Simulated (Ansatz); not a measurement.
Tunnelling through a barrier is set by its complex band structure: the current falls as exp(−2κd) with the smallest κ.

Data:

```yaml
crystal:
  lattice:
    - [3.01418, 0.00000, 0.00000]
    - [0.00000, 9.86924, 0.00000]
    - [1.50709, 0.00000, 2.61035]
  atoms:
    - { symbol: Si, position: [0.66667, 0.06216, 0.66667] }
    - { symbol: Si, position: [0.33333, 0.56216, 0.33333] }
    - { symbol: Si, position: [0.00000, 0.31211, 0.00000] }
    - { symbol: Si, position: [0.00000, 0.81211, 0.00000] }
    - { symbol: C, position: [0.66667, 0.25020, 0.66667] }
    - { symbol: C, position: [0.33333, 0.75020, 0.33333] }
    - { symbol: C, position: [0.00000, 0.49954, 0.00000] }
    - { symbol: C, position: [0.00000, 0.99954, 0.00000] }
```

Space group of this cell: P6_3mc. The cell is strained (all lengths scaled by 0.98); by r2SCAN its mean pressure is 16.0 GPa.

Transport runs along the normal of the first two printed cell vectors, the (100) plane of the conventional cell.

The gap is the functional's own. No spin-orbit coupling. Mid-gap values are interpolated on the energy grid.

Task: Estimate the band gap and the smallest decay constant κ at mid-gap that r2SCAN run with Ansatz (a program for electronic structure) returns for this system.

Result: Gap 2.62 eV on a 12×4×12 mesh; κ = 0.245 1/Å, at (0.500, 0.000) of the in-plane reciprocal vectors. At the zone centre, at the nearest computed energy, the slowest state has κ = 0.30 1/Å.
